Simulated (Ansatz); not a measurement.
The parent structure is HfSiO$_{4}$ (space group I4_1/amd, No. 141).

```
CELL_PARAMETERS angstrom
     -3.29107     3.29107     2.98304
      3.29107    -3.29107     2.98304
      3.29107     3.29107    -2.98304
ATOMIC_POSITIONS crystal
  O  0.13333 0.31812 0.81521
  O  0.61667 0.93188 0.68479
  O  0.24708 0.93188 0.31521
  O  0.50292 0.31812 0.18479
  O  0.68188 0.86667 0.18479
  O  0.06812 0.75292 0.68479
  O  0.06812 0.38333 0.31521
  O  0.68188 0.49708 0.81521
  Si 0.50000 0.50000 0.00000
  Si 0.25000 0.75000 0.50000
  Hf 0.75000 0.25000 0.50000
  Hf 0.00000 0.00000 0.00000
```

Cartesian axes are those of the cell as printed.

The values are results of PBEsol in Ansatz (plane waves to 420 eV, PAW, no SOC), not measurements.

One thing is altered: the cell is scaled by 1.0147 in all directions, atoms relaxed at fixed cell.

Q: Predict the stress tensor and what it implies for the stiffness.

A: Stress of the strained cell less that of the base (GPa, compression positive):
```
  -8.48    0.00    0.00
   0.00   -8.48    0.00
   0.00    0.00  -10.63
```

Then B = −ΔP/(ΔV/V₀) with ΔV/V₀ = 0.0448 gives secant stiffness values (nonlinear terms included at this strain): B (at held cell shape, above the free-shape value) ≈ 205 GPa.

As a check, the harmonic strain energy −½ V₀ Δσ:ε is 14 meV/atom; the computed energy rise is 14 meV/atom.

Stability against distortions was not tested.

Ansatz is an electronic-structure program.
